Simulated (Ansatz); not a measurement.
Rutile MgH2

The numbers are results of PBEsol in Ansatz (plane waves, PAW), not measurements.

Numerical settings: plane-wave cutoff 520 eV, 8×8×8 k mesh, perturbation theory, force constants from a 4×4×4 q mesh, scalar-relativistic PAW data made under PBE.

Cell: relaxed at this level.

```json
{
 "electronic dielectric constant ε∞ (mean over three axes)": "4.18",
 "static dielectric constant (mean over three axes)": "10.8",
 "zero_point_energy": "0.134 eV/atom"
}
```

Ansatz is a quantum-chemistry and plane-wave program.
